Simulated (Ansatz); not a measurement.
The structure below was relaxed with PBEsol (Ansatz, an electronic-structure program), no SOC, at pressure 0.7 GPa.

Space group Fm-3m (No. 225); a = b = c = 4.2081 Å, α = β = γ = 90.00°

| atom | site | symmetry | x | y | z |
|---|---|---|---|---|---|
| Mg | 4a | m-3m | 0.0000 | 0.0000 | 0.0000 |
| O | 4b | m-3m | 0.5000 | 0.5000 | 0.5000 |

Write out a cell with all atoms.


```xyz
8
Lattice="4.2081 0.0000 0.0000 0.0000 4.2081 0.0000 0.0000 0.0000 4.2081" Properties=species:S:1:pos:R:3 pbc="T T T"
Mg     0.0000     0.0000     0.0000
O      2.1041     0.0000     0.0000
Mg     0.0000     2.1041     2.1041
O      2.1041     2.1041     2.1041
Mg     2.1041     0.0000     2.1041
O      0.0000     0.0000     2.1041
Mg     2.1041     2.1041     0.0000
O      0.0000     2.1041     0.0000
```
This is the conventional cell.

Load acts through the strain it causes; cell and atoms are relaxed under it. Whether these cells are dynamically stable was not tested. The cell was made from MgO in the rock salt structure (space group Fm-3m, No. 225) by this change: pressure 0.7 GPa.
